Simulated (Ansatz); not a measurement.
Input and output of a self-consistent single point for a (100) slab of MgB2 (cut from a parent of space group no. 191; 9 atoms in the cell) (Ansatz, a program for electronic structure).

Method of the run: PBEsol, default PAW files made with PBE (plane waves; Ansatz).

```yaml
crystal:
  lattice:
    - [3.10545, 0.00000, 0.00000]
    - [0.00000, 3.53760, 0.00000]
    - [0.00000, 0.00000, 21.17181]
  atoms:
    - { symbol: Mg, position: [0.25000, 0.00000, 0.37297] }
    - { symbol: B, position: [0.75000, 0.50000, 0.33063] }
    - { symbol: B, position: [0.75000, 0.50000, 0.41532] }
    - { symbol: Mg, position: [0.75000, 0.00000, 0.50000] }
    - { symbol: B, position: [0.25000, 0.50000, 0.45766] }
    - { symbol: B, position: [0.25000, 0.50000, 0.54234] }
    - { symbol: Mg, position: [0.25000, 0.00000, 0.62703] }
    - { symbol: B, position: [0.75000, 0.50000, 0.58468] }
    - { symbol: B, position: [0.75000, 0.50000, 0.66937] }
```

Reference input (self-consistent single point, DFT, PBEsol, plane waves, default PAW files made with PBE): basis.ecutwfc = 420 eV; kpoints.mp_grid.grid = 10 9 1; hamiltonian.xc = pbesol; hamiltonian.pseudopotentials = {kind: paw} (the program's default PAW files); scf.occupations.method = fermi_dirac; scf.occupations.width = 0.1 eV. This run's input differs from it in these lines:

Ansatz 0.2 input:
```diff
@@ -16,3 +16,3 @@
 basis:
-  ecutwfc: 420.0
+  ecutwfc: 840.0
 kpoints:
```

The program printed (abridged):

```
SCF iter   1: F=—  HF=-6646.956127 eV  |F-HF|=—  |Δ(HF+E_count)|=         —  Δρ=5.69e-3  dr2=3.36e-1  ethr=1.77e-3  ⟨swp⟩=8.6  Hψ=5239  notcnv=0  defer=18
all-band conjugate gradients solve this SCF's bands
preconditioner: auto → LDOS
SCF iter   2: F=—  HF=-6646.917768 eV  |F-HF|=—  |Δ(HF+E_count)|=   3.84e-2  Δρ=1.91e-3  dr2=1.38e-2  ethr=6.99e-4  ⟨swp⟩=2.0  Hψ=1416  notcnv=0  defer=39
   [... lines left out ...]
SCF iter   4: F=—  HF=-6646.919393 eV  |F-HF|=—  |Δ(HF+E_count)|=   8.60e-5  Δρ=1.82e-4  dr2=3.12e-4  ethr=2.23e-6  ⟨swp⟩=2.5  Hψ=1440  notcnv=0  defer=39
SCF iter   5: F=—  HF=-6646.919370 eV  |F-HF|=—  |Δ(HF+E_count)|=   2.24e-5  Δρ=4.46e-5  dr2=5.14e-6  ethr=6.51e-7  ⟨swp⟩=2.0  Hψ=1202  notcnv=0  defer=39
SCF iter   6: F=—  HF=-6646.919395 eV  |F-HF|=—  |Δ(HF+E_count)|=   2.51e-5  Δρ=9.58e-6  dr2=2.38e-7  ethr=1.07e-8  ⟨swp⟩=2.8  Hψ=1655  notcnv=0  defer=39
SCF iter   7: F=-6646.919396 eV  HF=-6646.919396 eV  |F-HF|=8.08e-9  |Δ(HF+E_count)|=   3.45e-7  Δρ=2.30e-6  dr2=1.82e-8  ethr=2.08e-10  ⟨swp⟩=13.1  Hψ=4982  notcnv=0
SCF 1 converged in 7 iterations: F = -6646.919396 eV  dr2 = 1.82e-8
Free energy (F): -6646.919396 eV
Internal energy: -6646.819651 eV  (E = F + TS)
E sigma→0 (E₀):  -6646.869523 eV
Entropy (-TS):   -0.099745 eV (-11.083 meV/atom)
Fermi energy:    -0.193443 eV
--- Forces (eV/Å), atoms counted from 1 ---
  atom   1  Mg     0.00000000    -0.00000000    -0.89534738
  atom   2  B      0.00000000     0.00000000     1.97890529
  atom   3  B      0.00000000    -0.00000000    -0.32213594
  atom   4  Mg     0.00000000     0.00000000     0.00000000
  atom   5  B      0.00000000    -0.00000000    -0.56618951
  atom   6  B      0.00000000     0.00000000     0.56618951
  atom   7  Mg     0.00000000     0.00000000     0.89534738
  atom   8  B      0.00000000     0.00000000     0.32213594
  atom   9  B      0.00000000    -0.00000000    -1.97890529
--- Stress (GPa, compression-positive) ---
       -4.487274       0.000000      -0.000000
        0.000000      -1.806441      -0.000000
       -0.000000      -0.000000      -4.963842
  P = ⅓ Tr σ = -3.7525 GPa (-37.525 kbar)
  The stress holds the Pulay correction. Without it, at fixed plane waves, as pw.x and ABINIT print it: P = -3.7530 GPa
```

The run converged in 7 iterations. Against the reference run the free energy falls by 1.0 meV/atom and the largest force hardly changes (1.977 to 1.979 eV/Å).

The starting cell has typed, rounded lattice constants, without a prior relaxation at this level. The slab is cut from that crystal, and its faces are unrelaxed. Its lattice was rescaled by up to half a per cent. Spin polarisation is off, though cut faces can carry moments; the slab shows no gap. Forces in this geometry exceed 1 eV/Å.
